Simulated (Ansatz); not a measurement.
Start from CsSnI$_{3}$ in the cubic perovskite structure (space group Pm-3m, No. 221; a = 6.225 Å). Axes: x, y, z lie along the cube axes.

Structures relaxed with r2SCAN (Ansatz, a first-principles code), without spin-orbit coupling, earlier PAW set.

Base:

Simulated powder pattern, Cu Kα1, λ = 1.54056 Å (kinematic, ideal powder, no thermal factors, no anomalous dispersion; the 10 strongest lines at most, above 2 %, up to 2θ = 90°):

| 2θ (°) | I/Imax (%) | hkl |
|---|---|---|
| 14.22 | 18 | (100) |
| 20.16 | 18 | (110) |
| 24.75 | 74 | (111) |
| 28.66 | 100 | (200) |
| 40.97 | 75 | (220) |
| 48.46 | 35 | (311) |
| 50.76 | 27 | (222) |
| 65.28 | 14 | (331) |
| 67.20 | 34 | (420) |
| 74.63 | 25 | (422) |

The change: biaxial strain +1.25 %, plane normal [110], relaxed out of plane (Cartesian); in-plane vectors clamped, the third vector and the atoms free.

Question: How do the reflections move or split?

Answer: 
Simulated powder pattern, Cu Kα1, λ = 1.54056 Å (kinematic, ideal powder, no thermal factors, no anomalous dispersion; the 10 strongest lines at most, above 2 %, up to 2θ = 90°):

```json
[
 {"2θ (°)": "24.44", "d (Å)": "3.639", "I/Imax (%)": "57", "hkl": "(1 -1 1)"},
 {"2θ (°)": "24.82", "d (Å)": "3.584", "I/Imax (%)": "55", "hkl": "(111)"},
 {"2θ (°)": "28.30", "d (Å)": "3.151", "I/Imax (%)": "52", "hkl": "(002)"},
 {"2θ (°)": "28.63", "d (Å)": "3.116", "I/Imax (%)": "100", "hkl": "(200)"},
 {"2θ (°)": "40.44", "d (Å)": "2.228", "I/Imax (%)": "19", "hkl": "(2 -2 0)"},
 {"2θ (°)": "40.69", "d (Å)": "2.216", "I/Imax (%)": "76", "hkl": "(202)"},
 {"2θ (°)": "48.04", "d (Å)": "1.892", "I/Imax (%)": "27", "hkl": "(113)"},
 {"2θ (°)": "50.09", "d (Å)": "1.819", "I/Imax (%)": "21", "hkl": "(2 -2 2)"},
 {"2θ (°)": "50.91", "d (Å)": "1.792", "I/Imax (%)": "20", "hkl": "(222)"},
 {"2θ (°)": "66.43", "d (Å)": "1.406", "I/Imax (%)": "26", "hkl": "(204)"}
]
```

The indices refer to the base's conventional cell; one index is shown for lines that coincide. The space group is now Cmmm (No. 65).

No phonon test of stability was made. Many cubic perovskites are stable only at high temperature; tilts and polar distortions were not tested.
